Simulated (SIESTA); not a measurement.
Worked example: self-consistent single point of In (I4/mmm, 1 atom in the cell) in SIESTA

Level of theory: GGA PBE, numerical atomic orbitals DZP, PseudoDojo PBE standard norm-conserving potentials (rewritten from UPF to PSML) (SIESTA).

The input file:

```
# files in the folder: In.psml (PseudoDojo PBE standard)
SystemName  In
SystemLabel siesta

NumberOfAtoms                1
NumberOfSpecies              1
%block ChemicalSpeciesLabel
  1 49 In
%endblock ChemicalSpeciesLabel
LatticeConstant              1.0 Ang
%block LatticeVectors
    -1.629875000    1.629875000    2.482425000
     1.629875000   -1.629875000    2.482425000
     1.629875000    1.629875000   -2.482425000
%endblock LatticeVectors
AtomicCoordinatesFormat      Ang
%block AtomicCoordinatesAndAtomicSpecies
     0.000000000    0.000000000    0.000000000  1
%endblock AtomicCoordinatesAndAtomicSpecies

XC.functional                GGA
XC.authors                   PBE
PAO.BasisSize                DZP
PAO.EnergyShift              0.005 Ry
MeshCutoff                   300 Ry
%block kgrid.MonkhorstPack
   10   0   0  0.0
    0  10   0  0.0
    0   0  10  0.0
%endblock kgrid.MonkhorstPack
OccupationFunction           FD
ElectronicTemperature        1160.45 K

MaxSCFIterations             150
SCF.Mixer.Method             Pulay
SCF.Mixer.Weight             0.1
SCF.Mixer.History            8
SCF.DM.Tolerance             1.0E-05
Diag.ParallelOverK           true
WriteForces                  true
```

The program printed (abridged):

```
reinit: Reading from file input.fdf

reinit: System Name: In
reinit: System Label: siesta

coor:   Atomic-coordinates input format  =     Cartesian coordinates
coor:                                          (in Angstroms)

siesta: Atomic coordinates (Bohr) and species
siesta:      0.00000   0.00000   0.00000  1        1

siesta: System type = bulk

initatomlists: Number of atoms, orbitals, and projectors:      1    18    18

siesta: ******************** Simulation parameters ****************************
redata: Spin configuration                          = none
redata: Time-Reversal Symmetry                      = T
redata: Number of Atomic Species                    =        1
redata: Mesh Cutoff                                 =   300.0000 Ry
redata: Net charge of the system                    =     0.0000 |e|
redata: Min. number of SCF Iter                     =        0
redata: Max. number of SCF Iter                     =      150
redata: SCF convergence failure will abort job
redata: SCF mix quantity                            = Hamiltonian
redata: Mix DM or H after convergence               =   F
redata: Recompute H after scf cycle                 =   F
redata: Mix DM in first SCF step                    =   T
redata: No kicks to SCF
redata: DM Mixing Weight for Kicks                  =     0.5000
redata: Require Harris convergence for SCF          =   F
redata: Harris energy tolerance for SCF             =     0.000100 eV
redata: Require DM convergence for SCF              =   T
redata: DM tolerance for SCF                        =     0.000010
redata: Require EDM convergence for SCF             =   F
redata: EDM tolerance for SCF                       =     0.001000 eV
redata: Require H convergence for SCF               =   T
redata: Hamiltonian tolerance for SCF               =     0.001000 eV
redata: Require (free) Energy convergence for SCF   =   F
redata: (free) Energy tolerance for SCF             =     0.000100 eV
redata: Using DFT-D3 dispersion                     =   F
redata: Using Saved Data (generic)                  =   F
redata: Method of Calculation                       = Diagonalization
redata: Electronic Temperature                      =  1160.4500 K
redata: Number of TDED substeps                     =        3
redata: Dynamics option                             = Single-point calculation
redata: Save all siesta data in one NC              =   F
redata: ***********************************************************************

%block SCF.Mixers
  Pulay
%endblock SCF.Mixers

%block SCF.Mixer.Pulay
  # Mixing method
  method pulay
  variant stable

  # Mixing options
  weight 0.1000
  weight.linear 0.1000
  history 8
%endblock SCF.Mixer.Pulay

DM_history_depth set to one: no extrapolation allowed by default for geometry relaxation
Size of DM history Fstack: 1
Total number of electrons:    13.000000
Total ionic charge:    13.000000

* ProcessorY, Blocksize:    1  19

* Orbital distribution balance (max,min):    18    18

k-point displ. along   1 input, could be:     0.00    0.50
k-point displ. along   2 input, could be:     0.00    0.50
k-point displ. along   3 input, could be:     0.00    0.50
 Kpoints in:          600 . Kpoints trimmed:          560

siesta: k-grid: Number of k-points = 560
siesta: k-points from Monkhorst-Pack grid
siesta: k-cutoff (effective) =    16.299 Ang
siesta: k-point supercell and displacements
siesta: k-grid:    10     0     0      0.000
siesta: k-grid:     0    10     0      0.000
siesta: k-grid:     0     0    10      0.000

diag: Algorithm                                     = D&C
diag: Parallel over k                               =   F
diag: Use parallel 2D distribution                  =   F
diag: Parallel block-size                           = 19
diag: Parallel distribution                         =     1 x     1
diag: Used triangular part                          = Lower
diag: Absolute tolerance                            =  0.100E-15
diag: Orthogonalization factor                      =  0.100E-05
diag: Memory factor                                 =  1.0000

superc: Internal auxiliary supercell:     9 x     9 x     9  =     729
superc: Number of atoms, orbitals, and projectors:    729  13122  13122

                        Single-point calculation

superc: Internal auxiliary supercell:     9 x     9 x     9  =     729
superc: Number of atoms, orbitals, and projectors:    729  13122  13122

outcell: Unit cell vectors (Ang):
       -1.629875    1.629875    2.482425
        1.629875   -1.629875    2.482425
        1.629875    1.629875   -2.482425

outcell: Cell vector modules (Ang)   :    3.387539    3.387539    3.387539
outcell: Cell angles (23,13,12) (deg):    122.4804    122.4804     85.7549
outcell: Cell volume (Ang**3)        :     26.3782
new_DM -- step:     1
Initializing Density Matrix...

Attempting to read DM from file... Failed...
DM filled with atomic data:

InitMesh: MESH = 30 x 30 x 30 = 27000
InitMesh: Mesh cutoff (required, used) =   300.000   334.996 Ry

stepf: Fermi-Dirac step function

        iscf     Eharris(eV)        E_KS(eV)     FreeEng(eV)     dDmax    Ef(eV) dHmax(eV)
   scf:    1    -1806.116372    -1807.700159    -1807.714126  0.810089 -3.873508  2.453557
   scf:    2    -1807.769564    -1807.735360    -1807.749319  0.068000 -3.903484  2.083528
   scf:    3    -1807.881576    -1807.822440    -1807.836395  0.352924 -4.069368  0.034553
   scf:    4    -1807.820735    -1807.821720    -1807.835674  0.031908 -4.094143  0.186178
   scf:    5    -1807.822978    -1807.822458    -1807.836403  0.031935 -4.085908  0.005087
   scf:    6    -1807.822463    -1807.822460    -1807.836404  0.000782 -4.085725  0.000603
   scf:    7    -1807.822460    -1807.822460    -1807.836404  0.000085 -4.085702  0.000108
mix: Pulay -- inversion failed, > SVD [rank/size] 3 / 6
   scf:    8    -1807.822460    -1807.822460    -1807.836404  0.000019 -4.085697  0.000003
mix: Pulay -- inversion failed, > SVD [rank/size] 3 / 7
   scf:    9    -1807.822460    -1807.822460    -1807.836404  0.000000 -4.085696  0.000003

SCF Convergence by DM+H criterion
max |DM_out - DM_in|         :     0.0000004711
max |H_out - H_in|      (eV) :     0.0000028378
SCF cycle converged after 9 iterations

Using DM_out to compute the final energy and forces

siesta: E_KS(eV) =            -1807.8225

siesta: E_KS - E_eggbox =     -1807.8225

siesta: Atomic forces (eV/Ang):
     1   -0.000000   -0.000000   -0.000000
   Tot   -0.000000   -0.000000   -0.000000
   Max    0.000000
   Res    0.000000    sqrt( Sum f_i^2 / 3N )
   Max    0.000000    constrained

Stress tensor Voigt[x,y,z,yz,xz,xy] (kbar):      -26.71      -26.71       -7.80        0.30        0.30        0.19
(Free)E + p*V (eV/cell)    -1807.5004
Target enthalpy (eV/cell)    -1807.8364

siesta: Program's energy decomposition (eV):
siesta: Ebs     =      -211.805845
siesta: Eions   =      2204.465609
siesta: Ena     =       197.082239
siesta: Ekin    =      1133.207823
siesta: Enl     =      -399.821377
siesta: Eso     =         0.000000
siesta: Edftu   =         0.000000
siesta: DEna    =        10.542894
siesta: DUscf   =         0.205855
siesta: DUext   =         0.000000
siesta: Ex      =      -511.725440
siesta: Ec      =       -32.848844
siesta: Exc     =      -544.574285
siesta: Eharris =     -1807.822460
siesta: Etot    =     -1807.822460
siesta: FreeEng =     -1807.836404

siesta: Stress tensor (static) (eV/Ang**3):
siesta:    -0.016672    0.000119    0.000186
siesta:     0.000119   -0.016672    0.000186
siesta:     0.000186    0.000186   -0.004868

siesta: Cell volume =         26.378174 Ang**3

siesta: Pressure (static):
siesta:                Solid            Molecule  Units
siesta:           0.00013873          0.00013873  Ry/Bohr**3
siesta:           0.01273738          0.01273738  eV/Ang**3
siesta:          20.40753744         20.40753744  kBar
```

The run converged in 9 iterations.

The starting cell has typed, rounded lattice constants, without a prior relaxation at this level. Its lattice was rescaled by up to half a per cent. Values carry the incompleteness of an atom-centred basis.

Cost on one core of a shared machine: roughly 40 s.
